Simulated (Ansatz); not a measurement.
Worked example: self-consistent single point of TaBe2 (R3m, 6 atoms in the cell) in Ansatz (a quantum-chemistry and plane-wave program).

Method of the run: PBEsol, default PAW files made with PBE (plane waves; Ansatz).

The change in words: lattice scaled by 0.98; basis.ecutrho_ratio: default → 6. Reference geometry:
```
CELL_PARAMETERS angstrom
      0.00000     3.24610     3.24610
      3.24610     0.00000     3.24610
      3.24610     3.24610     0.00000
ATOMIC_POSITIONS crystal
  Ta 0.75445 0.75445 0.75445
  Ta 0.50000 0.50000 0.50000
  Be 0.12500 0.62500 0.12500
  Be 0.12500 0.12500 0.12500
  Be 0.62500 0.12500 0.12500
  Be 0.12500 0.12500 0.62500
```

Reference input (self-consistent single point, DFT, PBEsol, plane waves, default PAW files made with PBE): basis.ecutwfc = 420 eV; kpoints.mp_grid.grid = 8 8 8; hamiltonian.xc = pbesol; hamiltonian.pseudopotentials = {kind: paw} (the program's default PAW files); scf.occupations.method = fermi_dirac; scf.occupations.width = 0.1 eV. This run's input differs from it in these lines:

Ansatz 0.2 input:
```diff
@@ -2,5 +2,5 @@
   lattice:
-    - [0.000000, 3.246097, 3.246097]
-    - [3.246097, 0.000000, 3.246097]
-    - [3.246097, 3.246097, 0.000000]
+    - [0.000000, 3.181175, 3.181175]
+    - [3.181175, 0.000000, 3.181175]
+    - [3.181175, 3.181175, 0.000000]
   atoms:
@@ -14,2 +14,3 @@
   ecutwfc: 420.0
+  ecutrho_ratio: 6
 kpoints:
```

Output (repeated stretches shortened):

```
SCF iter   1: F=—  HF=-19975.467386 eV  |F-HF|=—  |Δ(HF+E_count)|=         —  Δρ=4.69e-3  dr2=1.30e-2  ethr=1.77e-3  ⟨swp⟩=5.8  Hψ=7391  notcnv=0  defer=8
all-band conjugate gradients solve this SCF's bands
preconditioner: auto → Kerker (q_TF=auto, 2.453 Å⁻¹)
SCF iter   2: F=—  HF=-19975.465334 eV  |F-HF|=—  |Δ(HF+E_count)|=   2.05e-3  Δρ=2.58e-3  dr2=3.17e-3  ethr=3.82e-5  ⟨swp⟩=1.0  Hψ=2018  notcnv=0  defer=8
SCF iter   3: F=—  HF=-19975.464585 eV  |F-HF|=—  |Δ(HF+E_count)|=   7.49e-4  Δρ=5.38e-4  dr2=2.35e-4  ethr=9.33e-6  ⟨swp⟩=1.0  Hψ=1474  notcnv=0  defer=8
SCF iter   4: F=—  HF=-19975.464530 eV  |F-HF|=—  |Δ(HF+E_count)|=   5.55e-5  Δρ=9.57e-5  dr2=7.29e-6  ethr=6.92e-7  ⟨swp⟩=2.2  Hψ=1939  notcnv=0  defer=8
SCF iter   5: F=—  HF=-19975.464534 eV  |F-HF|=—  |Δ(HF+E_count)|=   3.95e-6  Δρ=7.01e-6  dr2=3.52e-8  ethr=2.15e-8  ⟨swp⟩=2.0  Hψ=1934  notcnv=0  defer=8
SCF iter   6: F=-19975.464534 eV  HF=-19975.464534 eV  |F-HF|=5.78e-10  |Δ(HF+E_count)|=   3.87e-9  Δρ=1.15e-6  dr2=9.98e-10  ethr=1.04e-10  ⟨swp⟩=4.1  Hψ=5480  notcnv=0
SCF 1 converged in 6 iterations: F = -19975.464534 eV  dr2 = 9.98e-10
Free energy (F): -19975.464534 eV
Internal energy: -19975.331328 eV  (E = F + TS)
E sigma→0 (E₀):  -19975.397931 eV
Entropy (-TS):   -0.133205 eV (-22.201 meV/atom)
Fermi energy:    13.779947 eV
--- Forces (eV/Å), atoms counted from 1 ---
  atom   1  Ta    -0.41033039    -0.41033039    -0.41033039
  atom   2  Ta     0.15805945     0.15805945     0.15805945
  atom   3  Be     0.06205920     0.08757554     0.06205920
  atom   4  Be     0.04057691     0.04057691     0.04057691
  atom   5  Be     0.08757554     0.06205920     0.06205920
  atom   6  Be     0.06205920     0.06205920     0.08757554
--- Stress (GPa, compression-positive) ---
        9.910103      -0.070754      -0.070754
       -0.070754       9.910103      -0.070754
       -0.070754      -0.070754       9.910103
  P = ⅓ Tr σ = 9.9101 GPa (99.101 kbar)
  The stress holds the Pulay correction. Without it, at fixed plane waves, as pw.x and ABINIT print it: P = 9.8599 GPa
```

The run converged in 6 iterations. Against the reference run the free energy goes up by 16.7 meV/atom, the pressure goes from -1.44 to 9.91 GPa and the largest force goes from 0.626 to 0.711 eV/Å.

The starting cell comes from a database of computed structures (which also holds hypothetical and non-ambient phases and stackings), without a prior relaxation at this level. Its lattice was rescaled by up to half a per cent. One atom was moved a little off its site on purpose. For this run, on top of that: lattice scaled by 0.98. Spin polarisation is off. Ansatz's pressure includes its estimate of the finite-basis (Pulay) stress.
